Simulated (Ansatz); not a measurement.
Take TiC in the rock salt structure (space group Fm-3m, No. 225; relaxed with 0.1 eV smearing) as the base.

TiC is modelled in the cubic space group Fm-3m (No. 225), the rock salt structure, Pearson symbol cF8. Lattice parameters: a = 4.2609 Å, b = 4.2609 Å, c = 4.2609 Å, α = 90.00°, β = 90.00°, γ = 90.00°. Ti on 4a has 6 C at 2.130 Å and 12 Ti at 3.013 Å. C on 4b sees 6 Ti at 2.130 Å (octahedral). (Neighbours: up to the widest gap in distance over summed covalent radii, below 1.35, at either atom; cation-cation and far metal-metal contacts left out.)
(The calculation used a cell of 2 atoms; values per cell refer to that cell.)

Calculations: LDA (Ansatz, a quantum-chemistry and plane-wave program), no spin-orbit coupling.

Base values:

| Quantity | Value |
|---|---|
| Pressure | 0.0 GPa |

The change: the cell is scaled by 1.0200 in all directions, atoms relaxed at fixed cell.

**Question.** Estimate the effect on the energy relative to the base and pressure.

**Answer.** The energy grows by 29 meV/atom; the pressure goes from zero to -14.9 GPa.

The cells carry an imposed strain or load. Whether these cells are dynamically stable was not tested. All final runs are without spin polarisation.
